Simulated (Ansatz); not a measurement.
Consider the following.

```
CELL_PARAMETERS angstrom
      4.02522     0.00000     0.00000
      2.01261     3.48595     0.00000
      0.00000     0.00000     6.71476
ATOMIC_POSITIONS crystal
  Cd 0.33333 0.33333 0.00326
  Cd 0.66667 0.66667 0.50326
  S  0.33333 0.33333 0.37374
  S  0.66667 0.66667 0.87374
```

No spin polarisation.

Level of theory: LDA, PAW, 420 eV (Ansatz, an electronic-structure program; scalar-relativistic without spin-orbit coupling). Γ-centred 9×9×5 mesh, Fermi–Dirac width 0.05 eV.

Q: Predict the pressure, gap character and electron mass.

A: The pressure (mean of the normal stresses, compression positive) is 0.82 GPa and the gap character is direct at Γ. The electron mass is 0.11 mₑ out of plane, 0.12 mₑ in plane (at Γ).

The cells carry an imposed strain or load. Effective masses come from finite differences of ±0.01 Å⁻¹. Stability against distortions was not tested. The cell was made from CdS in the wurtzite structure (space group P6_3mc, No. 186) by this change: biaxial strain −1.20 %, plane normal [001], relaxed out of plane.
